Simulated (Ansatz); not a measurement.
# GaSb: pressure series

The reference is GaSb in the zinc blende structure (space group F-43m, No. 216; a = 6.214 Å).

Cell and atoms are relaxed at each pressure.

Levels (all Ansatz, a quantum-chemistry and plane-wave program, PAW): PBE (420 eV, no spin-orbit coupling); r2SCAN (500 eV, scalar-relativistic without spin-orbit coupling).

The base cell above is that of PBE; each level relaxes its own structures.

| case | volume per atom, PBE | volume per atom, r2SCAN |
|---|---|---|
| pressure −2 GPa | 31.55 Å³ | … |
| pressure −1 GPa | 30.72 Å³ | … |
| pressure 1.8 GPa | 28.90 Å³ | … |
| pressure 4.2 GPa | 27.74 Å³ | 26.96 Å³ |
| pressure 9 GPa | 25.99 Å³ | 25.43 Å³ |
| pressure 18 GPa | 23.78 Å³ | 23.41 Å³ |
| pressure 30 GPa | 21.84 Å³ | 21.59 Å³ |
| pressure 45 GPa | 20.17 Å³ | 20.00 Å³ |
| pressure 60 GPa | 18.95 Å³ | … |

Problem. Complete the table.

Solution. 
- pressure −2 GPa, volume per atom, r2SCAN: 30.06 Å³
- pressure −1 GPa, volume per atom, r2SCAN: 29.41 Å³
- pressure 1.8 GPa, volume per atom, r2SCAN: 27.94 Å³
- pressure 60 GPa, volume per atom, r2SCAN: 18.83 Å³

PBE lies above r2SCAN in every row, by 0.12 Å³ to 1.49 Å³. They put the cases in the same order.

Load acts through the strain it causes; cell and atoms are relaxed under it. Stability against distortions was not tested. Tetrahedral semiconductors of this kind turn to denser phases somewhere between about 1 and 50 GPa; those were not computed, so compressed cells here can lie past the real transition. The final runs are not spin-polarised.
